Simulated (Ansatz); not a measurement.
# Quick settings and what they miss: LaCo2 (Fd-3m, 6 atoms in the cell)

Self-consistent single point.

```yaml
crystal:
  lattice:
    - [0.00000, 3.64950, 3.64950]
    - [3.64950, 0.00000, 3.64950]
    - [3.64950, 3.64950, 0.00000]
  atoms:
    - { symbol: La, position: [0.75000, 0.75000, 0.75000] }
    - { symbol: La, position: [0.50000, 0.50000, 0.50000] }
    - { symbol: Co, position: [0.12500, 0.12500, 0.62500] }
    - { symbol: Co, position: [0.12500, 0.62500, 0.12500] }
    - { symbol: Co, position: [0.12500, 0.12500, 0.12500] }
    - { symbol: Co, position: [0.62500, 0.12500, 0.12500] }
```

Level of theory: LDA (PW92), harder PAW files (source: ansatz) made with PBE (plane waves; Ansatz, a first-principles code).

Base settings: basis.ecutwfc = 900 eV; kpoints.mp_grid.grid = 5 5 5; hamiltonian.xc = lda; hamiltonian.pseudopotentials = {kind: paw, source: ansatz}; scf.occupations.method = cold; scf.occupations.width = 0.2 eV.

Tight run (finer mesh or higher cutoff; not a proven limit): basis.ecutwfc: 900 eV → 1260 eV; kpoints.mp_grid.grid: 5 5 5 → 7 7 7; scf.convergence.dr2_threshold: default (1e-07 eV) → 1e-09 eV. It gave Fermi level (on the code's own zero) 16.56 eV; pressure -11.95 GPa.

Quick runs, as changes from the base:
- A: the base itself
- B: basis.ecutwfc: 900 eV → 630 eV; kpoints.mp_grid.grid: 5 5 5 → 4 4 4; scf.convergence.dr2_threshold: default (1e-07 eV) → 0.0001 eV
- C: basis.ecutwfc: 900 eV → 540 eV; kpoints.mp_grid.grid: 5 5 5 → 3 3 3
- D: kpoints.mp_grid.grid: 5 5 5 → 4 4 4; scf.convergence.dr2_threshold: default (1e-07 eV) → 0.001 eV
- E: basis.ecutwfc: 900 eV → 450 eV; kpoints.mp_grid.grid: 5 5 5 → 2 2 2

Energies are extrapolated to zero smearing width, which holds to low order in the width alone.

The count of work is k-points × plane waves × bands × iterations; it is no time. 

Pressures in the table are Ansatz's without its Pulay estimate, at a fixed set of plane waves; the tight run's value above holds the estimate.

The starting cell comes from a database of computed structures (which also holds hypothetical and non-ambient phases and stackings), without a prior relaxation at this level. Its lattice was rescaled by a random factor within 2.5 % of one. Spin polarisation is off. In the base run, with a pressure of about -12 GPa the cell is away from its equilibrium volume at this level.

```tsv
run	energy less tight (meV/atom)	pressure less tight (GPa)	count of work / tight
A	2.0	-0.06	0.24
B	87.4	-6.91	0.085
C	457.0	-30.87	0.050
D	-0.9	0.06	0.15
E	2370.8	-131.04	0.032
```

Among the runs at the tight run's level, the energy misses run from 0.9 to 2370.8 meV/atom.

Left out of this page: 1 run of the series outside the window shown, repeating another row's setting, or not comparable.

Keys are those of Ansatz 0.2.
